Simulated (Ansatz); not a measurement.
Consider Sc in the hcp (Mg type) structure (space group P6_3/mmc, No. 194; a = 3.3194 Å, c = 5.1664 Å). Axes: x lies along a and z along c of the hexagonal cell.

Method: PBE (Ansatz, a first-principles code, PAW, no spin-orbit coupling).

Base values:

- Pressure = 0.0 GPa

One thing is altered: the cell is compressed by 0.63 % along z with no lateral relaxation, atoms relaxed at fixed cell.

### Question
What happens to the pressure?

### Answer
The pressure (mean of the normal stresses, compression positive) goes from zero to 0.3 GPa.

### Question
Predict the new energy relative to the base.

### Answer
The energy rises by 0.3 meV/atom.

Without a gap, meshes like the base's 16×16×9 leave anisotropic stresses uncertain by several tenths of a GPa, and small strain energies with them. The cells carry an imposed strain or load. Whether these cells are dynamically stable was not tested. The final runs are not spin-polarised.
